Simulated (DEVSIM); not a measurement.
Structure: TaN/SiO2/n-Ge capacitor, at 400 K.

| layer (left to right) | material | thickness (nm) | Nd (cm⁻³) |
|---|---|---|---|
| 1 | SiO2 | 41.0 | - |
| 2 | Ge | 1800 | 5.5e16 |

Metal gate on the left, work function 4.4 eV. Fixed charge at the semiconductor interface 0 cm⁻² (in units of +e); interface traps 1.8e11 cm⁻² eV⁻¹, uniform in energy, neutral level at 0.7 of the gap above the valence band.

Constants are typed, rounded textbook-type inputs, not results; the design itself was drawn at random and stands for no fabricated device. Values at 300 K; Nc and Nv go as T^1.5, mobilities as T to minus their exponent, the gap by Varshni's rule with the affinity fixed.

```tsv
parameter	SiO2	Ge
gap (eV)	9	0.664
affinity (eV)	0.9	4
permittivity	3.9	16
Nc (cm⁻³)	-	1.04e19
Nv (cm⁻³)	-	6e18
Varshni α (eV/K)	-	0.000477
Varshni β (K)	-	235
```

DEVSIM, 1D Poisson equation in equilibrium, Boltzmann statistics, complete ionisation; no quantum confinement or tunnelling. Metal contacts follow the ideal Schottky-Mott rule: no Fermi-level pinning, no interface dipoles.

Problem. Tabulate band edges, carrier densities and field at -5.0 V on the gate.

Solution. Energies count from the Fermi level of the right contact; mesh points crowd at the junctions.

| x (μm) | Ec (eV) | Ev (eV) | n (cm⁻³) | p (cm⁻³) | field (V/cm) |
|---|---|---|---|---|---|
| 0.000 | 8.500 | -0.500 | < 1e2 | < 1e2 | -1200000 |
| 0.001507 | 8.324 | -0.676 | < 1e2 | < 1e2 | -1200000 |
| 0.004855 | 7.934 | -1.066 | < 1e2 | < 1e2 | -1200000 |
| 0.01230 | 7.067 | -1.933 | < 1e2 | < 1e2 | -1200000 |
| 0.03000 | 5.003 | -3.997 | < 1e2 | < 1e2 | -1200000 |
| 0.03673 | 4.219 | -4.781 | < 1e2 | < 1e2 | -1200000 |
| 0.03976 | 3.866 | -5.134 | < 1e2 | < 1e2 | -1200000 |
| 0.04152 | 0.610 | -0.014 | 3.3e11 | 6.1e18 | -230000 |
| 0.04377 | 0.570 | -0.054 | 1.0e12 | 1.9e18 | -140000 |
| 0.04900 | 0.516 | -0.108 | 5.0e12 | 4.0e17 | -82000 |
| 0.06120 | 0.438 | -0.186 | 4.9e13 | 4.2e16 | -54000 |
| 0.1051 | 0.272 | -0.352 | 5.9e15 | 3.4e14 | -24000 |
| 0.1920 | 0.198 | -0.426 | 5.1e16 | 4.0e13 | -1100 |
| 0.3947 | 0.196 | -0.429 | 5.5e16 | 3.7e13 | ≈ 0 |
| 1.107 | 0.196 | -0.429 | 5.5e16 | 3.7e13 | ≈ 0 |
| 1.527 | 0.196 | -0.429 | 5.5e16 | 3.7e13 | ≈ 0 |
| 1.707 | 0.196 | -0.429 | 5.5e16 | 3.7e13 | ≈ 0 |
| 1.784 | 0.196 | -0.429 | 5.5e16 | 3.7e13 | ≈ 0 |
| 1.823 | 0.196 | -0.429 | 5.5e16 | 3.7e13 | ≈ 0 |
| 1.834 | 0.196 | -0.429 | 5.5e16 | 3.7e13 | ≈ 0 |
| 1.839 | 0.196 | -0.429 | 5.5e16 | 3.7e13 | ≈ 0 |
| 1.841 | 0.196 | -0.429 | 5.5e16 | 3.7e13 | ≈ 0 |
